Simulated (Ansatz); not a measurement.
Base system: InP in the wurtzite structure (space group P6_3mc, No. 186; a model cell, its experimental status unchecked).

```
InP
1.0
    4.16904     0.00000     0.00000
   -2.08452     3.61050     0.00000
    0.00000     0.00000     6.84565
In P
2 2
Direct
  0.66667   0.33333   0.99985
  0.33333   0.66667   0.49985
  0.66667   0.33333   0.62535
  0.33333   0.66667   0.12535
```

The values are results of r2SCAN (Ansatz, an electronic-structure program; PAW; 500 eV plane waves; spin-orbit coupling left out), not measurements.

For the base:

```
Property                                     Result
-----------------------------  --------------------
Band gap                                    1.10 eV
Width of the top valence band               2.40 eV
Valence-band top at Γ          0.00, 0.00, -0.11 eV
```

It is then changed as follows: an isotropic linear strain of −3.84 %; the atoms relax in the strained cell.

**Question.** Predict the new energy relative to the base, band gap, width of the top valence band and valence-band top at Γ.

**Answer.** The energy rises by 83 meV/atom; the band gap rises by 0.697 eV to 1.79 eV; the width of the top valence band grows by 0.448 eV (2.40 eV → 2.84 eV); the valence-band top at Γ (three highest levels, from the VBM) becomes 0.00, 0.00, -0.14 eV (base: 0.00, 0.00, -0.11 eV).

Stability against distortions was not tested. This is not the structure that InP has at room temperature and ambient pressure.
